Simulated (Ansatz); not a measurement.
## A computed series for BN: carrier doping

Take BN (space group P6_3/mmc, No. 194; a = 2.506 Å, c = 6.615 Å; layered, stacked along the Cartesian z axis) as the base.

Carriers are added at fixed cell with a uniform background; the Fermi–Dirac width is that of 300 K.

Levels (all Ansatz, an electronic-structure program, PAW): PBE-D3(BJ) (420 eV, no SOC); r2SCAN+rVV10 (500 eV, scalar-relativistic without spin-orbit coupling).

The base cell above is that of PBE-D3(BJ); each level relaxes its own structures.

| case | shift of the gap caused by the change, PBE-D3(BJ) | shift of the gap caused by the change, r2SCAN+rVV10 |
|---|---|---|
| electrons 1.0×10^21 cm⁻³ | 0.00 eV | -0.01 eV |
| electrons 2.0×10^21 cm⁻³ | -0.01 eV | -0.02 eV |
| electrons 5.0×10^21 cm⁻³ | -0.02 eV | -0.05 eV |
| electrons 2.0×10^22 cm⁻³ | -0.05 eV | -0.16 eV |
| holes 1.0×10^21 cm⁻³ | +0.04 eV | +0.03 eV |
| holes 2.0×10^21 cm⁻³ | +0.07 eV | +0.07 eV |
| holes 5.0×10^21 cm⁻³ | +0.18 eV | +0.16 eV |
| holes 2.0×10^22 cm⁻³ | +0.70 eV | +0.64 eV |

The two levels differ by at most about 0.11 eV. They put the cases in the same order.

Charged cell with a jellium background: band edges are those of the host's band count, energies are not comparable with the neutral cell, and many-body gap narrowing is missing. Semilocal Kohn–Sham gaps tend to fall short of experiment. Whether these cells are dynamically stable was not tested.
